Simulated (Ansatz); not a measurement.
The parent structure is SnSe2 in the 2H-MoS2 type structure (space group P6_3/mmc, No. 194; a hypothetical phase, not in the database extracts checked; layered, stacked along the Cartesian z axis).

```yaml
crystal:
  lattice:
    - [3.79559, 0.00000, 0.00000]
    - [-1.89780, 3.28708, 0.00000]
    - [0.00000, 0.00000, 12.02539]
  atoms:
    - { symbol: Sn, position: [0.33333, 0.66667, 0.25000] }
    - { symbol: Sn, position: [0.66667, 0.33333, 0.75000] }
    - { symbol: Se, position: [0.33333, 0.66667, 0.60782] }
    - { symbol: Se, position: [0.66667, 0.33333, 0.10782] }
    - { symbol: Se, position: [0.66667, 0.33333, 0.39218] }
    - { symbol: Se, position: [0.33333, 0.66667, 0.89218] }
```

Cartesian axes are those of the cell as printed.

Level of theory: Kohn–Sham DFT with the r2SCAN+rVV10 functional, run in Ansatz (a program for electronic structure) with PAW and 500 eV plane waves, spin-orbit coupling left out.

Base values:

The volume per atom comes out as 25.01 Å³ and the pressure comes out as 0.0 GPa.

Modification: biaxial strain −1.84 %, plane normal [001], relaxed out of plane (Cartesian); in-plane vectors clamped, the third vector and the atoms free.

Problem. How does this affect the volume per atom?

Solution. The volume per atom decreases by 0.39 Å³ to 24.62 Å³.

Problem. How does this affect the pressure?

Solution. The pressure (mean of the normal stresses, compression positive) goes from zero to 1.6 GPa.

No phonon test of stability was made. All final runs are without spin polarisation.
